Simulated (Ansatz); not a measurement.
The starting structures come from a database of crystals and need not be the phases stable at ambient conditions.

 Where the default PAW files enter, the runs use the earlier of Ansatz's two default sets.

By PBEsol, the system below comes out a metal.

The ballistic (Sharvin) conductance counts the channels at the Fermi level: G/A = (e²/h) × channels of both spins per area.

```
Ta2N
1.0
    3.05060     0.00000     0.00000
   -1.52530     2.64190     0.00000
    0.00000     0.00000     4.86984
Ta N
2 1
Direct
  0.66667   0.33333   0.74529
  0.33333   0.66667   0.25471
  0.00000   0.00000   0.00000
```

Space group of this cell: P-3m1, anti-CdI2 type. The cell is strained (lengths across the current scaled by 0.98, ions clamped); by PBEsol its mean pressure is 2.4 GPa.

The current flows along the normal of the first two printed cell vectors, the (001) (indices of the unstrained crystal) plane of the conventional cell. No spin-orbit coupling; the value is a mean over 0.1 eV about the Fermi level.

Task: Estimate the ballistic conductance per area that Ansatz (an electronic-structure program) with PBEsol returns for this system.

Result: 0.93 × 10¹⁵ S/m² for both spins.
